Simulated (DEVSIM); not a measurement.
Structure: Pd/Si3N4/n-Si capacitor, at 300 K.

| layer (left to right) | material | thickness (nm) | Nd (cm⁻³) |
|---|---|---|---|
| 1 | Si3N4 | 21.0 | - |
| 2 | Si | 620 | 8.7e17 |

Metal gate on the left, work function 5.2 eV. Fixed charge at the semiconductor interface 0 cm⁻² (in units of +e); no interface traps.

Constants are typed, rounded textbook-type inputs, not results; the design itself was drawn at random and stands for no fabricated device. Values at 300 K.

| parameter | Si3N4 | Si |
|---|---|---|
| gap (eV) | 5.1 | 1.124 |
| affinity (eV) | 2.1 | 4.05 |
| permittivity | 7.5 | 11.7 |
| Nc (cm⁻³) | - | 2.86e19 |
| Nv (cm⁻³) | - | 3.1e19 |

Model (solved in DEVSIM): 1D Poisson equation in equilibrium, Boltzmann statistics, complete ionisation; no quantum confinement or tunnelling. Metal contacts follow the ideal Schottky-Mott rule: no Fermi-level pinning, no interface dipoles.

The substrate doping was swept, all else fixed.

| substrate doping (cm^-3) | minimum of the low-frequency capacitance (μF/cm²) | flat-band voltage (V) |
|---|---|---|
| 4.4e16 | 0.0613 | 0.98 |
| 8.7e16 | ___ | 1.00 |
| 1.7e17 | 0.0981 | 1.02 |
| 4.4e17 | 0.130 | 1.04 |
| 8.7e17 | 0.156 | 1.06 |
| 1.7e18 | 0.180 | 1.08 |

Complete the blanks.


- 8.7e16, minimum of the low-frequency capacitance (μF/cm²): 0.0788
